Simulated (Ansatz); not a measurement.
Subject: the energy of the reaction as written. Reaction: 3 cell B → cell A. Negative: the products are lower in energy.

Cell A: a sheet of composition Tl3, 3 atoms, hexagonal cell of 6.32 Å (34.6 Å²), symmetry P6/mmm within 0.02 Å, 0.0 Å thick under 16 Å of vacuum, in-plane vectors relaxed; planes from bottom to top: Tl3, all atoms in one plane; a model cell; spin state with PBE: run without spin, k-point mesh 12×12×1.
```
Tl
1.0
    6.32191     0.00000     0.00000
   -3.16096     5.47494     0.00000
    0.00000     0.00000    16.00000
Tl
3
Direct
  0.50000   0.00000   0.50000
  0.00000   0.50000   0.50000
  0.50000   0.50000   0.50000
```

Cell B: a sheet of composition Tl, 1 atom, hexagonal cell of 3.32 Å (9.5 Å²), symmetry P6/mmm within 0.02 Å, 0.0 Å thick under 16 Å of vacuum, in-plane vectors relaxed; planes from bottom to top: Tl; a model cell; spin state with PBE: run without spin, k-point mesh 24×24×1.
```xyz
1
Lattice="3.3201 0.0000 0.0000 -1.6601 2.8753 0.0000 0.0000 0.0000 16.0000" Properties=species:S:1:pos:R:3 pbc="T T T"
Tl     0.0000     0.0000     8.0000
```

Computed with Ansatz (plane waves, PAW), its default PAW set, cutoff 420 eV, 500 eV for r2SCAN. The structures are at rest with PBE; other levels are single points on them. Neutral cells; Fermi-Dirac smearing of at most 0.10 eV in the solids, energies taken to zero width. The lattices are those relaxed with PBE, so at other levels the solids can be strained, which adds to the spread. A dispersion term (D3(BJ), or D4 for r2SCAN) was computed beside these levels and is taken off wherever the name lacks it. The PAW files were made for PBE and serve at the other functionals too. Space groups of crystals are read within 0.01 Å. No zero-point or thermal terms. The runs are scalar-relativistic, without spin-orbit coupling. The cells' k-point meshes differ in density, so the last digit is unsettled. Cell A has symmetry P6/mmm within 0.02 Å and got no random move, so less symmetric positions, which may lie lower, weren't tried. Cell B has symmetry P6/mmm within 0.02 Å and got no random move, so less symmetric positions, which may lie lower, weren't tried.

Task: What value does PBE give?

Result: 0.64 eV, for 3 cell B → cell A.

Task: List the value at the remaining levels and say how far they part.

Result: 
```tsv
Method	value (eV)	less PBE
r2SCAN	0.71	0.07
```

The levels shown span only 0.07 eV, too little to tell them apart.

Ansatz is an electronic-structure program.
